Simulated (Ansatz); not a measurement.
The reference is Pt in the fcc (Cu type) structure (space group Fm-3m, No. 225; a = 3.918 Å).

Calculations: DFT with PBEsol, PAW potentials and a 420 eV plane-wave cutoff in Ansatz (a first-principles code), no SOC, earlier PAW set.

Base values:

| Item | Value |
|---|---|
| Volume per atom | 15.04 Å³ |
| Band gap | zero |

It is then changed as follows: a hydrostatic pressure of 7 GPa.

What happens to the volume per atom and band gap?

The volume per atom shrinks by 0.34 Å³ to 14.70 Å³; the band gap stays zero.

Load acts through the strain it causes; cell and atoms are relaxed under it. Whether these cells are dynamically stable was not tested. Competing high-pressure phases were not computed. The final runs are not spin-polarised.
